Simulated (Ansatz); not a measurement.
Method: PBE (plane waves to 420 eV, PAW; Ansatz, a first-principles code).

Planar average of the electrostatic potential across the slab, in eV from the Fermi level, for CH3 on the (100) surface of germanium (p(2x2) alternately buckled dimers; a constructed slab, bottom: dihydride, held), one in a cell of 66 Å², started at the site 'top Ge':

(z (Å), V (eV)): (5.37, 4.43); (5.65, 4.43); (5.93, 4.43); (6.21, 4.43); (6.50, 4.43); (6.78, 4.43); (7.06, 4.43); (7.34, 4.43); (7.63, 4.42); (7.91, 4.40); (8.19, 4.36); (8.47, 4.27); (8.75, 4.04); (9.04, 3.49); (9.32, 1.94); (9.60, -0.32); (9.88, -0.81); (10.17, -1.87); (10.45, -3.28); (10.73, -3.75); (11.01, -3.23); (11.30, -2.87); (11.58, -3.14); (11.86, -3.94); (12.14, -4.16); (12.43, -3.55); (12.71, -3.10); (12.99, -3.26); (13.27, -3.99); (13.56, -4.21); (13.84, -3.59); (14.12, -3.05); (14.40, -3.19); (14.69, -3.93); (14.97, -4.24); (15.25, -3.69); (15.53, -3.10); (15.81, -3.12); (16.10, -3.84); (16.38, -4.22); (16.66, -3.77); (16.94, -3.18); (17.23, -3.14); (17.51, -3.73); (17.79, -4.10); (18.07, -3.64); (18.36, -2.92); (18.64, -3.06); (18.92, -3.91); (19.20, -4.90); (19.49, -5.35); (19.77, -5.16); (20.05, -4.39); (20.33, -3.74); (20.62, -2.92); (20.90, -1.48); (21.18, 0.28); (21.46, 1.75); (21.75, 2.61); (22.03, 2.59); (22.31, 2.06); (22.59, 1.87); (22.88, 2.59); (23.16, 3.20); (23.44, 3.63); (23.72, 3.81); (24.00, 3.88); (24.29, 3.90); (24.57, 3.92); (24.85, 3.92); (25.13, 3.92); (25.42, 3.92); (25.70, 3.92); (25.98, 3.92); (26.26, 3.92); (26.55, 3.92); (26.83, 3.92); (27.11, 3.92); (27.39, 3.92)

Set-up: 44 atoms, 11.3 Å thick at the start with caps and adatoms under the adsorbate (thin: gaps and levels are the slab's own); mesh 3x3x1; 0.01 eV smearing; dipole correction on; 24 atoms held, the rest relaxed; start symmetry kept, larger cells not searched; spin-polarised, no spin-orbit, no U, no dispersion correction. The slab shows no gap over 0.04 eV on its mesh. The starting moment vanished. At the end it is bonded to Ge. In PBE this state lies 0.05 eV over the lowest of the starts that converged ('top Ge #2').

### Question
The surface cell has an area of 66.36 Å². What dipole along the normal does the step between the two vacuum levels imply?

### Answer
the top vacuum level lies 0.51 eV below the bottom one; p = −ε₀ A ΔV (ε₀ = 0.005526 e/(V·Å)) gives 0.19 e·Å a cell.
